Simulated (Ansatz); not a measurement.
Pressure series in MgSe

Consider MgSe in the rock salt structure (space group Fm-3m, No. 225; a = 5.508 Å).

Cell and atoms are relaxed at each pressure.

Level of theory: PBE (Ansatz, a quantum-chemistry and plane-wave program; PAW; 420 eV plane waves; no SOC), earlier PAW set.

```csv
case,density,shortest interatomic distance,electron mass
base,4.10 g/cm³,275.4 pm,"0.48 mₑ along k, 0.24 mₑ across (at X)"
pressure −2 GPa,3.96 g/cm³,278.7 pm,"0.47 mₑ along k, 0.24 mₑ across (at X)"
pressure −1 GPa,4.03 g/cm³,277.0 pm,"0.48 mₑ along k, 0.24 mₑ across (at X)"
pressure 0.3 GPa,4.12 g/cm³,275.0 pm,"0.48 mₑ along k, 0.24 mₑ across (at X)"
pressure 0.7 GPa,4.15 g/cm³,274.4 pm,"0.48 mₑ along k, 0.24 mₑ across (at X)"
pressure 1.5 GPa,4.20 g/cm³,273.3 pm,"0.48 mₑ along k, 0.24 mₑ across (at X)"
pressure 3 GPa,4.29 g/cm³,271.3 pm,"0.49 mₑ along k, 0.24 mₑ across (at X)"
pressure 5 GPa,4.41 g/cm³,268.9 pm,"0.49 mₑ along k, 0.24 mₑ across (at X)"
pressure 7.5 GPa,4.54 g/cm³,266.3 pm,"0.50 mₑ along k, 0.24 mₑ across (at X)"
pressure 10 GPa,4.66 g/cm³,264.0 pm,"0.50 mₑ along k, 0.24 mₑ across (at X)"
```

The levels and masses belong to the bands next to the band gap. Load acts through the strain it causes; cell and atoms are relaxed under it. Effective masses come from finite differences of ±0.01 Å⁻¹. Along k means along the line from Γ to the band edge. Whether these cells are dynamically stable was not tested. No other phases were tried under pressure.
